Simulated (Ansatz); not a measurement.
CeO2 in the fluorite structure (space group Fm-3m, No. 225)

Space group Fm-3m (No. 225); a = b = c = 5.437 Å, α = β = γ = 90.00°

```csv
atom,site,symmetry,x,y,z
Ce,4a,m-3m,0.0000,0.0000,0.0000
O,8c,-43m,0.2500,0.2500,0.2500
```
(The calculation used a cell of 3 atoms; values per cell refer to that cell.)

Level of theory: r2SCAN, PAW, 500 eV (Ansatz, a first-principles code; without spin-orbit coupling). Settings: 11×11×11 k-points, 0.05 eV Fermi–Dirac smearing.

| Quantity | Value |
|---|---|
| Volume per atom | 13.40 Å³ |
| Density | 7.11 g/cm³ |
| Band gap | 2.20 eV, indirect, a point along ⟨110⟩, about 0.9 Å⁻¹ from Γ → L |
| Lowest conduction-band minima above the VBM | L along ⟨111⟩ 2.20 eV; a point along ⟨110⟩, about 1.1 Å⁻¹ from Γ 2.27 eV; X along ⟨100⟩ 2.33 eV |
| Total energy | -2577.606 eV/atom (σ→0; compares only within this code and set-up) |

Whether these cells are dynamically stable was not tested. Seeded moments were not kept for the base. The final runs are not spin-polarised.
